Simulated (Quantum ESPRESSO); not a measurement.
# Convergence test for Hf₃Ge (I4/mmm, 4 atoms in the cell)

Hf₃Ge is modelled in the tetragonal space group I4/mmm (No. 139), Pearson symbol tI8. Lattice parameters: a = b = 4.188 Å, c = 9.276 Å, α = β = γ = 90.00°. Hf1 on 4d is surrounded by 4 Ge at 3.125 Å. Hf2 on 2b is coordinated by 4 Ge at 2.961 Å (square planar). Ge on 2a is surrounded by 4 Hf at 2.961 Å and 8 Hf at 3.125 Å (cuboctahedral). (Neighbours: up to the widest gap in distance over summed covalent radii, below 1.35, at either atom; cation-cation and far metal-metal contacts left out.)
(The calculation used a cell of 4 atoms; values per cell refer to that cell.)

Computed with PBEsol, PSlibrary PAW (PBE) pseudopotentials (plane waves; Quantum ESPRESSO).

The starting cell comes from a database of computed structures (which also holds hypothetical and non-ambient phases and stackings), without a prior relaxation at this level. In the base run, with a pressure of about -6 GPa the cell is away from its equilibrium volume at this level.

Held fixed: ecutwfc = 55 Ry; occupations = smearing; smearing = methfessel-paxton; degauss = 0.0099958 Ry; input_dft = pbesol; potentials = {Hf: Hf.pbe-spn-kjpaw_psl.1.0.0.UPF, Ge: Ge.pbe-n-kjpaw_psl.1.0.0.UPF}; K_POINTS = automatic 8 8 8 0 0 0; conv_thr = 1e-10 Ry; mixing_beta = 0.7.

ΔF is the free energy per atom less that of the last row (660 Ry).

```csv
ecutrho,ΔF (meV/atom),pressure (GPa),iterations
110 Ry,-27.8,-3.42,12
165 Ry,-4.1,-5.42,11
220 Ry,-0.82,-5.59,12
275 Ry,-0.15,-5.59,12
330 Ry,-0.10,-5.59,12
440 Ry,-0.02,-5.59,12
550 Ry,0.00,-5.60,12
660 Ry,0.00,-5.59,12
```

Energy within 2 meV/atom of the last row: from ecutrho = 220 Ry on; the one before it is off by 4.1 meV/atom.

Pressure within 0.1 GPa of the last row: from ecutrho = 220 Ry on; the one before it is off by 0.17 GPa. The value it settles on is -5.59 GPa at this level of theory and with the other settings as held.
